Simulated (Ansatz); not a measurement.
Consider WS₂ in the 2H-MoS2 type structure (space group P6_3/mmc, No. 194; a = 3.115 Å, c = 11.773 Å; layered, stacked along the Cartesian z axis).

It is then changed as follows: a hydrostatic pressure of 4.2 GPa.

Levels (all Ansatz, a program for electronic structure, PAW): PBEsol-D3(BJ) (420 eV, no spin-orbit coupling); PBEsol+SOC (420 eV, noncollinear with spin-orbit coupling).

The geometry is relaxed with PBEsol-D3(BJ).

PBEsol-D3(BJ) electron mass: 0.35 mₑ along c, 0.43 mₑ across (off the special points)
PBEsol-D3(BJ) lowest conduction level above the VBM at special points: K 1.12 eV; H 1.28 eV; Γ 2.05 eV; A 2.10 eV
PBEsol-D3(BJ) width of the top valence band: 2.19 eV
PBEsol-D3(BJ) smallest direct gap: 1.86 eV

Q: How does going to PBEsol+SOC change the electron mass, lowest conduction level above the VBM at special points, width of the top valence band and smallest direct gap?

A: The electron mass becomes 0.36 mₑ along c, 0.43 mₑ across (off the special points) (PBEsol-D3(BJ): 0.35 mₑ along c, 0.43 mₑ across (off the special points)); the lowest conduction level above the VBM at special points becomes K 0.97 eV; H 1.19 eV; Γ 1.92 eV; A 2.03 eV (PBEsol-D3(BJ): K 1.12 eV; H 1.28 eV; Γ 2.05 eV; A 2.10 eV); the width of the top valence band falls by 0.06 eV to 2.13 eV; the smallest direct gap drops by 0.22 eV, from 1.86 eV to 1.64 eV.

Single points use the geometry relaxed with PBEsol-D3(BJ). Differences between runs with and without spin-orbit coupling are approximate. With W present, leaving out spin-orbit coupling can change the band edges. Load acts through the strain it causes; cell and atoms are relaxed under it. Effective masses come from finite differences of ±0.01 Å⁻¹. Stability against distortions was not tested.
